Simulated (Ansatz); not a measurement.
SrTiO3, carrier doping

The parent structure is SrTiO₃ in the cubic perovskite structure (space group Pm-3m, No. 221; a = 3.907 Å).

Carriers are added at fixed cell with a uniform background; the Fermi–Dirac width is that of 300 K.

The values are results of r2SCAN/PAW in Ansatz (a first-principles code), no SOC, not measurements.

Candidates:
(a) holes 3.0×10^21 cm⁻³
(b) holes 7.0×10^21 cm⁻³
(c) holes 2.0×10^21 cm⁻³

For the base:

- Gap between the host's bands = 2.26 eV

Order them by gap between the host's bands, lowest first.

(c) holes 2.0×10^21 cm⁻³ (2.32 eV), (a) holes 3.0×10^21 cm⁻³ (2.34 eV), (b) holes 7.0×10^21 cm⁻³ (2.45 eV)

Carriers are added with a uniform compensating background; total energy and stress of such cells depend on the potential's zero and are not compared; many-body gap narrowing is missing at this level. Stability against distortions was not tested. The final runs are not spin-polarised. Many cubic perovskites are stable only at high temperature; tilts and polar distortions were not tested.
